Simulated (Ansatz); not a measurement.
Here is the system:

```yaml
crystal:
  lattice:
    - [3.92262, 0.00000, 0.00000]
    - [-1.96131, 3.39709, 0.00000]
    - [0.00000, 0.00000, 6.18565]
  atoms:
    - { symbol: Cd, position: [0.00000, 0.00000, 0.00000] }
    - { symbol: I, position: [0.66667, 0.33333, 0.28002] }
    - { symbol: I, position: [0.33333, 0.66667, 0.71998] }
```

No spin polarisation.

The values are results of PBEsol-D3(BJ) (Ansatz, an electronic-structure program), spin-orbit coupling left out, not measurements. Γ-centred 9×9×5 mesh, Fermi–Dirac width 0.05 eV.

Q: Predict the electron mass.

A: 0.24 mₑ along c, 0.42 mₑ across (at K).

Q: Predict the smallest direct gap.

A: 2.73 eV.

Spin-orbit coupling, missing from the scalar runs, can matter with I. Load acts through the strain it causes; cell and atoms are relaxed under it. Effective masses come from finite differences of ±0.01 Å⁻¹. Whether these cells are dynamically stable was not tested. Competing high-pressure phases were not computed. The cell was made from CdI₂ in the CdI2 type structure (space group P-3m1, No. 164; layered, stacked along the Cartesian z axis) by this change: pressure 7.5 GPa.
